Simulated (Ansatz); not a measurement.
We consider TiC (model structure, started from the FeB type, Fm-3m, No. 225, 8 atoms in the cell), described by r²SCAN (Ansatz, a first-principles code, PAW).

Numerical settings: plane-wave cutoff 560 eV, 10×18×12 k mesh (along the axes of the cell as run), Fermi–Dirac smearing 0.05 eV, no spin polarisation, scalar-relativistic PAW data made under PBE.

Cell (relaxed at this level):

```xyz
8
Lattice="6.1208 0.0000 0.0000 0.0000 3.0603 0.0000 0.0000 0.0000 4.3273" Properties=species:S:1:pos:R:3 pbc="T T T"
Ti     0.7651     0.7651     1.0818
Ti     2.2953     2.2952     3.2455
Ti     5.3557     2.2952     3.2455
Ti     3.8255     0.7651     1.0818
C      0.7651     0.7651     3.2455
C      2.2953     2.2952     1.0818
C      5.3557     2.2952     1.0818
C      3.8255     0.7651     3.2455
```

Problem. Estimate the bulk modulus that the calculation returns.

Solution. 
- bulk modulus: 263 GPa

Note: the bulk modulus is −V dP/dV from two relaxed cells at ±2 % in volume.

The computed numbers hold no vibrational or temperature effects.

Cost on a shared machine: very roughly 30 core-minutes.

A model structure was made by putting elements into a prototype or built by hand; here it ended with the formula and space group of a phase in our tables.
